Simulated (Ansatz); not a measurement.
GaO (model structure, started from the beta GaS type, P6₃/mmc, No. 194, 8 atoms in the cell)

Computed with PBE (Ansatz, a program for electronic structure, plane waves, PAW).

Numerical settings: plane-wave cutoff 520 eV, 12×12×4 k mesh (along the axes of the cell as run), Fermi–Dirac smearing 0.01 eV, scalar-relativistic PAW data made under PBE.

Cell (relaxed at this level):

```yaml
crystal:
  lattice:
    - [3.10436, 0.00000, 0.00000]
    - [-1.55218, 2.68846, 0.00000]
    - [0.00000, 0.00000, 13.95128]
  atoms:
    - { symbol: Ga, position: [0.33333, 0.66667, 0.16020] }
    - { symbol: Ga, position: [0.66667, 0.33333, 0.66020] }
    - { symbol: Ga, position: [0.66667, 0.33333, 0.83980] }
    - { symbol: Ga, position: [0.33333, 0.66667, 0.33980] }
    - { symbol: O, position: [0.33333, 0.66667, 0.60802] }
    - { symbol: O, position: [0.66667, 0.33333, 0.10802] }
    - { symbol: O, position: [0.66667, 0.33333, 0.39198] }
    - { symbol: O, position: [0.33333, 0.66667, 0.89198] }
```

| Item | Result |
|---|---|
| band gap | 1.22 eV (indirect) |
| smallest direct gap on the k points sampled | 1.39 eV |

Note: the relaxation could raise the start's symmetry but not lower it, so the cell can be a saddle point; the cell has widely spaced layers and the level no dispersion term, so their spacing and the moduli can rest on weak binding.

Spin–orbit coupling is not included.

The result took about 40 core-seconds (a rough figure).

A model structure was made by putting elements into a prototype or built by hand; it is no filed structure, need not be a known phase, and can be a saddle point held by its symmetry.
